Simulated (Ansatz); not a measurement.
## Carrier properties of BN (Imm2)

```
BN
1.0
   -0.01910     1.81432     1.84094
    1.81432    -0.01910     1.84094
    1.79522     1.79522     0.00000
B N
1 1
Direct
  0.99991   0.99991   0.00009
  0.25009   0.25009   0.24991
```

Method: r2SCAN, rigid bands (plane waves, PAW, scalar-relativistic; Ansatz, a program for electronic structure). Condition of this run: biaxial stress in (110) of -18 GPa (compression positive) (the target of the relaxation). How the cell was made: cell and atoms relaxed with PBEsol, then loaded as said.

```yaml
band_gap: 4.78 eV
electron conductivity mass (300 K, dilute): 0.45 (x), 0.45 (y), 0.30 (z) mₑ
hole conductivity mass (300 K, dilute): 0.56 (x), 0.56 (y), 0.63 (z) mₑ
effective density of states N_c (300 K): 1.4e19 cm⁻³
effective density of states N_v (300 K): 2.0e19 cm⁻³
density_of_states_mass_electrons: 0.68 mₑ
density_of_states_mass_holes: 0.86 mₑ
Seebeck coefficient, n-type 1e19 cm⁻³, 300 K: -249 μV/K
best n-type power factor at 300 K for τ = 10 fs (best axis; densities from 1e16 to 1e21 cm⁻³ tried, whether or not they can be reached): 7.6 μW/(cm·K²) at 3e19 cm⁻³
Seebeck coefficient, p-type 1e19 cm⁻³, 300 K: 309 μV/K
```

Rigid bands; masses and Seebeck coefficients take one relaxation time τ for all states and one kind of carrier; polarons and phonon drag are left out. Spin-orbit coupling is left out. Geometry: cell and atoms relaxed with PBEsol.
